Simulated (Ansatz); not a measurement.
LaTiO2N (Pmma, No. 51, 10 atoms in the cell; start mp-1178120), treated with r²SCAN+rVV10 in Ansatz (plane waves, PAW).

Numerical settings: plane-wave cutoff 560 eV, 6×10×6 k mesh (along the axes of the cell as run), Fermi–Dirac smearing 0.01 eV, no spin polarisation, scalar-relativistic PAW data made under PBE.

Cell (relaxed at this level):

```cif
data_La2N2O4Ti2
_chemical_formula_sum 'La2 Ti2 N2 O4'
_space_group_name_H-M_alt 'P 1'
_space_group_IT_number 1
_cell_length_a 5.60234
_cell_length_b 3.84458
_cell_length_c 5.66073
_cell_angle_alpha 90.000
_cell_angle_beta 90.000
_cell_angle_gamma 90.000
loop_
_space_group_symop_operation_xyz
  'x, y, z'
loop_
_atom_site_label
_atom_site_type_symbol
_atom_site_fract_x
_atom_site_fract_y
_atom_site_fract_z
_atom_site_occupancy
La1 La 0.25000 0.00000 0.76880 1
La2 La 0.75000 0.00000 0.23120 1
Ti1 Ti 0.25000 0.50000 0.27031 1
Ti2 Ti 0.75000 0.50000 0.72969 1
N1 N 0.00000 0.50000 0.50000 1
N2 N 0.50000 0.50000 0.50000 1
O1 O 0.00000 0.50000 0.00000 1
O2 O 0.50000 0.50000 0.00000 1
O3 O 0.75000 0.00000 0.78014 1
O4 O 0.25000 0.00000 0.21986 1
```

Estimate the band gap that the calculation returns.


- band gap: 1.11 eV (on the SCF k mesh)

Note: the relaxation could not lower the start's symmetry, so the cell can be a saddle point above a distorted one.

Spin–orbit coupling is not included.

Computed values are for the static lattice.

A start named mp-… is a Materials Project structure, which need not be a measured phase.

Ansatz is a program for electronic structure.
